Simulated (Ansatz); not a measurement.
**A computed series for TaN: response to strain**

Take TaN in the rock salt structure (space group Fm-3m, No. 225; relaxed with 0.1 eV smearing) as the base.

```
TaN
1.0
    0.00000     2.18747     2.18747
    2.18747     0.00000     2.18747
    2.18747     2.18747     0.00000
N Ta
1 1
Direct
  0.00000   0.00000   0.00000
  0.50000   0.50000   0.50000
```

Cartesian axes are those of the cell as printed.

Strains are applied to the cell and any free atomic positions relax.

Computed with Kohn–Sham DFT with the PBEsol functional, run in Ansatz (an electronic-structure program) with PAW and 420 eV plane waves, no SOC, earlier PAW set.

Candidates:
(a) isotropic strain −0.75 %
(b) uniaxial strain ε_zz = −2.58 %
(c) tensor shear ε_xz = +2.32 %
(d) uniaxial strain ε_yy = −1.22 %
(e) uniaxial strain ε_zz = +1.92 %

Notes on the quantities. energy relative to the base: free energy F.

Task: Order them by energy relative to the base, highest first.

Result: (b) uniaxial strain ε_zz = −2.58 % (+19 meV/atom), (e) uniaxial strain ε_zz = +1.92 % (+8.8 meV/atom), (a) isotropic strain −0.75 % (+6.1 meV/atom), (c) tensor shear ε_xz = +2.32 % (+5.0 meV/atom), (d) uniaxial strain ε_yy = −1.22 % (+4.1 meV/atom)

Whether these cells are dynamically stable was not tested. All final runs are without spin polarisation. This is not the structure that TaN has at room temperature and ambient pressure.
